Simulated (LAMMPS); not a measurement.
Surface tension of liquid Pd over temperature.

Computed with classical MD, pair style meam, file library.meam (library.meam-Pd), run in LAMMPS.

```csv
T (K),surface tension,excess energy
1830,0.55 ± 0.03 N/m,1.1 J/m²
2100,0.43 ± 0.03 N/m,1.0 J/m²
2470,0.308 ± 0.005 N/m,1.0 J/m²
```

Caution: the potential MEAM library.meam-Pd is a first-neighbour MEAM set with a 4 Å cutoff, used here without a parameter file and away from the static properties it was fitted to.

The ± values are statistical; the model's systematic error is not in them.
